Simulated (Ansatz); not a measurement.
Related cells compared by their band gap.

Cell A: C (diamond, Fd-3m), 2 atoms in the cell, k-point mesh 16×16×16 on the run's own vectors.
```xyz
2
Lattice="0.0000 1.7785 1.7785 1.7785 0.0000 1.7785 1.7785 1.7785 0.0000" Properties=species:S:1:pos:R:3 pbc="T T T"
C      0.8892     0.8892     0.8892
C      0.0000     0.0000     0.0000
```

Cell B: BN (P6₃/mmc), 4 atoms in the cell, k-point mesh 18×18×6 on the run's own vectors.
```
CELL_PARAMETERS angstrom
      2.50569     0.00000     0.00000
     -1.25284     2.16999     0.00000
      0.00000     0.00000     6.61641
ATOMIC_POSITIONS crystal
  B  0.33333 0.66667 0.25000
  B  0.66667 0.33333 0.75000
  N  0.33333 0.66667 0.75000
  N  0.66667 0.33333 0.25000
```

Plane-wave PAW calculations with Ansatz (an electronic-structure program), its PAW set soft_1, cutoff 420 eV, 500 eV for r2SCAN. The structures are at rest with PBE+D3(BJ); other levels are single points on them. Neutral cells; Fermi-Dirac smearing of at most 0.05 eV in the solids, energies taken to zero width. The lattices are those relaxed with PBE+D3(BJ), so at other levels the solids can be strained, which adds to the spread. A dispersion term ran beside these levels; it doesn't touch the electrons. Gaps are highest filled to lowest empty Kohn-Sham level on the run's k-point mesh, states of defects and surfaces included; edges off the mesh make the true gap smaller, and under 0.08 eV counts as none.

**Question.** Give the band gap (eV) at the level PBE, cell by cell.

**Answer.** 
| system | PBE |
|---|---|
| A | 4.16 (indirect) |
| B | 4.23 (indirect) |

With PBE the value of B exceeds that of A by 0.07 eV.

**Question.** And at the other levels?

**Answer.** 
```csv
system,r2SCAN
A,4.37 (indirect)
B,4.78 (indirect)
```

With r2SCAN the value of B exceeds that of A by 0.41 eV.
